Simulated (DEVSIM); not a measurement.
Structure: abrupt InP n-p junction, at 400 K.

| layer (left to right) | material | thickness (μm) | Nd (cm⁻³) | Na (cm⁻³) | τn (s) | τp (s) |
|---|---|---|---|---|---|---|
| 1 | InP | 0.680 | 2.8e16 | - | 6.7e-10 | 6.7e-10 |
| 2 | InP | 87.0 | - | 1.8e16 | 6.7e-10 | 6.7e-10 |

Left contact: ohmic. Right contact: ohmic. Voltage is applied to the left contact. Recombination: SRH at mid-gap, radiative. Mobility is μmin + (μ − μmin)/(1 + (N/Nref)^α).

This is a model device: material constants are rounded textbook-type values typed into the input, and sizes, dopings and lifetimes were drawn at random. Values at 300 K; Nc and Nv go as T^1.5, mobilities as T to minus their exponent, the gap by Varshni's rule with the affinity fixed.

```tsv
parameter	InP
gap (eV)	1.344
affinity (eV)	4.38
permittivity	12.5
Nc (cm⁻³)	5.7e17
Nv (cm⁻³)	1.1e19
μn (cm²/Vs)	5200
μp (cm²/Vs)	170
μn,min	400
μp,min	10
Nref,n	3e17
Nref,p	4.9e17
αn	0.47
αp	0.62
T exponent of μn	2
T exponent of μp	2
B (cm³/s)	1.2e-10
Varshni α (eV/K)	0.000363
Varshni β (K)	162
```

DEVSIM, 1D drift-diffusion, Boltzmann statistics, complete ionisation; no tunnelling, impact ionisation, image-force lowering or self-heating.

The temperature was swept, all else fixed.

```tsv
temperature (K)	dark forward voltage at 1 A/cm² (V)	potential step across the device at zero bias (V)	largest field in the device at zero bias (V/cm)
250	[?]	1.168	60000
300	0.917	1.100	58000
350	0.820	1.030	55000
400	0.722	0.957	53000
450	0.623	0.882	51000
500	0.524	0.805	48000
```

Problem. Complete the blanks.

Solution. 
- 250, dark forward voltage at 1 A/cm² (V): 1.012
